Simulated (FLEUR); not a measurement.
A self-consistent single point of BaB₂Rh₂ (I4/mmm, 5 atoms in the cell) with FLEUR.

Level of theory: FLEUR with LDA (Perdew-Zunger), all-electron FLAPW (FLEUR), scalar-relativistic valence.

The change in words: lattice scaled by 0.98. Reference geometry:
```yaml
crystal:
  lattice:
    - [-1.98441, 1.98441, 5.82040]
    - [1.98441, -1.98441, 5.82040]
    - [1.98441, 1.98441, -5.82040]
  atoms:
    - { symbol: Ba, position: [0.00000, 0.00000, 0.00000] }
    - { symbol: B, position: [0.68320, 0.68320, 0.00000] }
    - { symbol: B, position: [0.31680, 0.31680, 0.00000] }
    - { symbol: Rh, position: [0.75000, 0.25000, 0.50000] }
    - { symbol: Rh, position: [0.25000, 0.75000, 0.50000] }
```

Reference input (self-consistent single point, DFT, LDA (Perdew-Zunger), all-electron FLAPW (FLEUR), scalar-relativistic valence): Kmax = 4.5 1/bohr; GmaxXC = 18 1/bohr; xcFunctional = pz; jspins = 1; l_soc = F; mode = gauss; fermiSmearingEnergy = 0.00367493 Htr; mesh (inpgen div1-3) = 9 9 9; inpgen gamma flag = false; Gmax = 18 1/bohr; numbands = 0; maxIterBroyd = 15. This run's input differs from it in these lines:

```diff
@@ -3,6 +3,6 @@
 &input film=f /
--0.3071065490 0.3071065490 0.9007614197
-0.3071065490 -0.3071065490 0.9007614197
-0.3071065490 0.3071065490 -0.9007614197
-12.2107424620
+-0.3071065831 0.3071065831 0.9007613964
+0.3071065831 -0.3071065831 0.9007613964
+0.3071065831 0.3071065831 -0.9007613964
+11.9665280058
 1.0 1.0 1.0
@@ -47,5 +47,5 @@
          <bravaisMatrix>
-            <row-1>   -3.7499989782325840     3.7499989782325840    10.9989657156621945</row-1>
-            <row-2>    3.7499989782325840    -3.7499989782325840    10.9989657156621945</row-2>
-            <row-3>    3.7499989782325840     3.7499989782325840   -10.9989657156621945</row-3>
+            <row-1>   -3.6749995274316953     3.6749995274316953    10.7789864765641159</row-1>
+            <row-2>    3.6749995274316953    -3.6749995274316953    10.7789864765641159</row-2>
+            <row-3>    3.6749995274316953     3.6749995274316953   -10.7789864765641159</row-3>
          </bravaisMatrix>
```

The program printed (abridged):

```
 Iteration:     1   Distance:      18.27749438 me/bohr^3
 Iteration:     2   Distance:      14.97368598 me/bohr^3
 Iteration:     3   Distance:       6.31864871 me/bohr^3
 Iteration:     4   Distance:       3.85372856 me/bohr^3
 Iteration:     5   Distance:       3.04696713 me/bohr^3
   [... 11 lines left out ...]
 Iteration:    17   Distance:       0.00010974 me/bohr^3
 Iteration:    18   Distance:       0.00006055 me/bohr^3
 Iteration:    19   Distance:       0.00001895 me/bohr^3
 Iteration:    20   Distance:       0.00000230 me/bohr^3
 Reset of history
 Run finished successfully
 Stop message:
   Structural relaxation: new displacements generated

[file out, last iteration]
             iter=     21
[...]
          total density-effective poten   -2.9417702910E+04
          total charge density-energy d   -4.6842197895E+02
 Updated energy parameters for spin:           1
[...]
 fermi energy and band-weighting factors:

[...]
FERMIE:
          first approx. to ef    (T=0)  :   0.384825 htr   (energy of the highest occ. eigenvalue)
          number of occ. states  (T=0)  :       1722
          first approx. to seigv (T=0)  : -11.550636 htr
          sum of weights of occ. states :  23.001372
          sum of semicore charge        :   0.000000 e
          fermi energy=   0.38481 har   work function= -10.47121 ev
          number of valence electrons=  46.00000
   [... lines left out ...]
          total moment                 =     0.00000
 Direct bandgap for spin            1 :    1.1750444716501940E-002  Htr
   [... lines left out ...]
          charge density-ex.-corr.energ     -468.4219789528
 ---->    total energy=                   -17743.8817722185 htr
 ---->    (input%tkb*entropy) TS=              0.0000000000 htr
 ---->    free energy=                    -17743.8817722185 htr
      extrapolation for T->0
 ---->    total electron energy=          -17743.8817722185 htr
 ***** TOTAL FORCES ON ATOMS *****
 TOTAL FORCE FOR ATOM TYPE=  1  X=  0.000   Y=  0.000   Z
```

The run converged in 20 iterations. FLEUR gives forces in its relaxation mode, with a further iteration, so its stop message speaks of a relaxation. Against the reference run the total energy falls by 49.2 meV/atom and the largest force goes from 0.589 to 0.024 eV/Å.

The starting cell comes from a database of computed structures (which also holds hypothetical and non-ambient phases and stackings), without a prior relaxation at this level. Its lattice was rescaled by a random factor within 2.5 % of one. For this run, on top of that: lattice scaled by 0.98. Spin polarisation is off. Values depend on the basis (sphere radii, cutoffs, local orbitals), which need not be converged. The log's line on a gap gives a spacing of levels on this mesh, which the program prints for metals too.

Cost on one core of a shared machine: roughly 9 min.
